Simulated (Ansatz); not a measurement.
**C axis length of Ga (model structure, from the hcp type, P6₃/mmc, No. 194) at several levels of theory**

No measured value is used here.

```json
[
 {"level (code)": "LDA (Ansatz)", "value (Å)": "?"},
 {"level (code)": "PBE (Ansatz)", "value (Å)": "4.946"},
 {"level (code)": "PBEsol (Ansatz)", "value (Å)": "4.839"},
 {"level (code)": "PBE-D3(BJ) (Ansatz)", "value (Å)": "?"},
 {"level (code)": "r²SCAN (Ansatz)", "value (Å)": "4.874"},
 {"level (code)": "r²SCAN+rVV10 (Ansatz)", "value (Å)": "4.846"}
]
```

### Question
Some entries are withheld; supply them.

### Answer

- LDA (Ansatz, a quantum-chemistry and plane-wave program), value (Å): 4.789
- PBE-D3(BJ) (Ansatz), value (Å): 4.859

Cutoffs differ between the levels. Ansatz's density-functional and Hartree–Fock values are scalar-relativistic unless marked +SOC, with PAW data made under PBE.

A model structure was made by putting elements into a prototype or built by hand; it is no filed structure, need not be a known phase, and can be a saddle point held by its symmetry.
